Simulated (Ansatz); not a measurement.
System: PbS (model structure, started from the zincblende type, F-43m, No. 216, 2 atoms in the cell). Method: HSE06 (PAW; Ansatz, an electronic-structure program).

Run with plane-wave cutoff 520 eV, 8×8×8 k mesh, finite displacements, scalar-relativistic PAW data made under PBE.

Computed at the level's own relaxed cell.

PbS is modelled in the cubic space group F-43m (No. 216), the zinc blende structure, Pearson symbol cF8. Cell: a = b = c = 6.6090 Å, α = β = γ = 90.00°. S on 4d has 4 Pb at 2.862 Å (tetrahedral). Pb on 4a is coordinated by 4 S at 2.862 Å (tetrahedral). (Neighbours: up to the widest gap in distance over summed covalent radii, below 1.35, at either atom; cation-cation and far metal-metal contacts left out.)
(The calculation used a cell of 2 atoms; values per cell refer to that cell.)

Harmonic phonon frequencies (cm⁻¹; i marks an imaginary mode; at Γ without the LO shift):

| q point | frequencies |
|---|---|
| Γ | 0 0 0 172 172 172 |
| X | 51i 51i 76 76 95 227 |
| L | 13 13 93 144 144 201 |

Imaginary modes appear, so the structure is dynamically unstable at this level.

Note: the run finds an imaginary mode (51i cm⁻¹), so the cell is a saddle point at this level.

A model structure was made by putting elements into a prototype or built by hand; it is no filed structure, need not be a known phase, and can be a saddle point held by its symmetry.
